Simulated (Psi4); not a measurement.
Psi4 1.11, unrestricted TPSS/def2-svpd: Rb(F) cation ([F][Rb]), charge +1, multiplicity 2, 2 atoms. The geometry is a generated start, not checked to be a minimum at this level.

| Property | Value |
|---|---|
| task | energy |
| method | tpss |
| basis | def2-svpd |
| memory | 3 GB |
| maxiter | 100 |
| keys of the molecule block | symmetry c1 |
| scf_type | df (default) |
| e_convergence | 1e-06 (default) |
| d_convergence | 1e-06 (default) |
| dft_radial_points | 75 (default) |
| dft_spherical_points | 302 (default) |
| effective core potentials | those of the basis set, past Kr |
| basis functions | 50 |
| grid points | 44883 |

```xyz
2

Rb    -0.5665    -0.5051    -0.7948
F      0.5665     0.5051     0.7948
```

Charge 1 and multiplicity 2 are set for this test and not shown to be the ground state.

With the defaults (diis = true, scf_initial_accelerator = adiis, damping_percentage = 0, guess = auto, which took SAD, level_shift = 0, level_shift_cutoff = 0.01, diis_max_vecs = 10) it converges in 7 SCF iterations. One run each on 2 threads, with these changes:
- guess = sadno
- level_shift = 0.1, level_shift_cutoff = 0.001
- diis = false, scf_initial_accelerator = none, damping_percentage = 60
- guess = sap
- damping_percentage = 60
- scf_initial_accelerator = ediis
- guess = core
- diis_max_vecs = 20
- level_shift = 0.5, level_shift_cutoff = 0.001

Task: Which of these changes keep the SCF from converging, or lead it to another solution?

Result: No convergence: diis = false, scf_initial_accelerator = none, damping_percentage = 60 (the run ends without SCF convergence in 100 iterations). The rest reach the solution of the defaults.

```json
[
 {"setting": "the defaults", "SCF iterations": "7", "end": "same solution"},
 {"setting": "level_shift = 0.1, level_shift_cutoff = 0.001", "SCF iterations": "7", "end": "same solution"},
 {"setting": "diis_max_vecs = 20", "SCF iterations": "7", "end": "same solution"},
 {"setting": "level_shift = 0.5, level_shift_cutoff = 0.001", "SCF iterations": "7", "end": "same solution"},
 {"setting": "scf_initial_accelerator = ediis", "SCF iterations": "7", "end": "same solution"},
 {"setting": "guess = sadno", "SCF iterations": "9", "end": "same solution"},
 {"setting": "guess = sap", "SCF iterations": "11", "end": "same solution"},
 {"setting": "guess = core", "SCF iterations": "13", "end": "same solution"},
 {"setting": "damping_percentage = 60", "SCF iterations": "40", "end": "same solution"},
 {"setting": "diis = false, scf_initial_accelerator = none, damping_percentage = 60", "SCF iterations": "100", "end": "no convergence"}
]
```
